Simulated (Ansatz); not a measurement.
Reference: W (Im-3m), PBEsol with spin-orbit coupling, rigid bands (plane waves, PAW; Ansatz, an electronic-structure program); geometry: cell and atoms relaxed with PBEsol.

```cif
data_W2
_chemical_formula_sum 'W2'
_space_group_name_H-M_alt 'Im-3m'
_space_group_IT_number 229
_space_group_name_Hall '-I 4 2 3'
_cell_length_a 3.15448
_cell_length_b 3.15448
_cell_length_c 3.15448
_cell_angle_alpha 90.000
_cell_angle_beta 90.000
_cell_angle_gamma 90.000
loop_
_atom_site_label
_atom_site_type_symbol
_atom_site_symmetry_multiplicity
_atom_site_Wyckoff_symbol
_atom_site_fract_x
_atom_site_fract_y
_atom_site_fract_z
_atom_site_occupancy
W1 W 2 a 0.00000 0.00000 0.00000 1
```
(The calculation used a cell of 1 atom; values per cell refer to that cell.)

* **density of states at the Fermi level per atom**: 0.38 states/eV
* **Drude plasma energy**: 7.0 eV
* **root-mean-square Fermi velocity**: 8.8 ×10⁵ m/s
* **resistivity times mean free path**: 9.5 ×10⁻¹⁶ Ω·m²

Q: Replace W by Mo on the same sites and relax. What happens?

A: Mo (Im-3m): volume per atom 15.7 to 15.3 Å³; density of states at the Fermi level per atom rises (0.38 states/eV to 0.58 states/eV); Drude plasma energy rises (7.0 eV to 8.7 eV); root-mean-square Fermi velocity stays about the same (8.8 ×10⁵ m/s to 8.8 ×10⁵ m/s); resistivity times mean free path falls (9.5 ×10⁻¹⁶ Ω·m² to 6.0 ×10⁻¹⁶ Ω·m²).

Q: Swap W for Nb, keeping the structure type. How do these values move?

A: Nb (Im-3m): volume per atom 15.7 to 17.5 Å³; density of states at the Fermi level per atom rises (0.38 states/eV to 1.43 states/eV); Drude plasma energy rises (7.0 eV to 9.4 eV); root-mean-square Fermi velocity falls (8.8 ×10⁵ m/s to 6.4 ×10⁵ m/s); resistivity times mean free path falls (9.5 ×10⁻¹⁶ Ω·m² to 3.8 ×10⁻¹⁶ Ω·m²).

Moves up to 6 % count as about the same. Metals at this level; values at 300 K, both spins, means over directions. As a rough test of the mesh, the Fermi surface's area from every second k point differs by up to 4 %. The product of resistivity and mean free path takes one path for all states.
